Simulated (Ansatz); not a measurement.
We consider A15 Mo₃Si, described by PBE-D3(BJ) (plane waves, PAW; Ansatz, a first-principles code).

Run with plane-wave cutoff 500 eV, 8×8×8 k mesh, Fermi–Dirac smearing 0.05 eV, no spin polarisation, scalar-relativistic PAW data made under PBE.

Computed at the level's own relaxed cell.

Q: Estimate the volume per atom and lattice constant a that the calculation returns.

A: 
* **volume per atom**: 14.33 Å³/atom
* **lattice constant a**: 4.858 Å

Measured, for comparison: lattice constant a 4.889 Å (temperature not stated, copied from a table, unchecked, not corrected to a static lattice; as tabulated in Dopovidi Akademii Nauk Ukrains'koi RSR, Seriya A: Fiziko-Tekhnichni ta Matematichni Nauki 1970, 553 (1970)). Computed (rounded) less measured: lattice constant a not scored (unchecked). A static lattice is as a rule a little smaller and stiffer than an uncorrected measurement, which narrows the difference in the lattice constant a and would widen misses of the other sign.

Computed values are for the static lattice.
